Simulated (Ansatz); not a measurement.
## Quick settings and what they miss: BaPbO3 (C2/m, 10 atoms in the cell)

Self-consistent single point.

```
CELL_PARAMETERS angstrom
      4.40681    -4.38765     0.00000
      4.40681     4.38765     0.00000
     -4.34301     0.00000     4.42357
ATOMIC_POSITIONS crystal
  Ba 0.74351 0.74351 0.99458
  Ba 0.25649 0.25649 0.00542
  Pb 0.50000 0.00000 0.50000
  Pb 0.00000 0.50000 0.50000
  O  0.18043 0.18043 0.43897
  O  0.81957 0.81957 0.56103
  O  0.71243 0.28757 0.00000
  O  0.28757 0.71243 0.00000
  O  0.70687 0.29313 0.50000
  O  0.29313 0.70687 0.50000
```

Method: r2SCAN, PAW files made with PBE (plane waves; Ansatz, a first-principles code).

Base settings: basis.ecutwfc = 500 eV; kpoints.mp_grid.grid = 3 3 4; hamiltonian.xc = r2scan; hamiltonian.pseudopotentials = {kind: paw} (the program's default PAW files); scf.occupations.method = fermi_dirac; scf.occupations.width = 0.1 eV.

Tight run (finer mesh or higher cutoff; not a proven limit): basis.ecutwfc: 500 eV → 700 eV; kpoints.mp_grid.grid: 3 3 4 → 5 5 6; scf.convergence.dr2_threshold: default (1e-07 eV) → 1e-09 eV. It gave pressure -7.63 GPa; largest force (vector length) 0.065 eV/Å.

Quick runs, as changes from the base:
- A: the base itself
- B: basis.ecutwfc: 500 eV → 300 eV; kpoints.mp_grid.grid: 3 3 4 → 3 3 3
- C: basis.ecutwfc: 500 eV → 250 eV; kpoints.mp_grid.grid: 3 3 4 → 2 2 2; scf.convergence.dr2_threshold: default (1e-07 eV) → 0.0001 eV
- D: basis.ecutwfc: 500 eV → 300 eV; kpoints.mp_grid.grid: 3 3 4 → 1 1 1; scf.convergence.dr2_threshold: default (1e-07 eV) → 0.001 eV

Energies are extrapolated to zero smearing width, which holds to low order in the width alone.

The count of work is k-points × plane waves × bands × iterations; it is no time. 

Pressures in the table are Ansatz's without its Pulay estimate, at a fixed set of plane waves; the tight run's value above holds the estimate.

The starting cell comes from a database of computed structures (which also holds hypothetical and non-ambient phases and stackings), without a prior relaxation at this level. Its lattice was rescaled by a random factor within 2.5 % of one. In the base run, with a pressure of about -8 GPa the cell is away from its equilibrium volume at this level. A gap is left out here, as mesh or smearing make it unsure.

```tsv
run	energy less tight (meV/atom)	pressure less tight (GPa)	largest miss in a force vector (eV/Å)	count of work / tight
A	2.7	-0.05	0.006	0.15
B	190.8	-12.31	0.050	0.049
C	1044.1	-49.89	0.200	0.017
D	814.1	3.20	1.467	0.0039
```

Among the runs at the tight run's level, the energy misses run from 2.7 to 1044.1 meV/atom.

Left out of this page: 2 runs of the series outside the window shown, repeating another row's setting, or not comparable.

Keys are those of Ansatz 0.2.
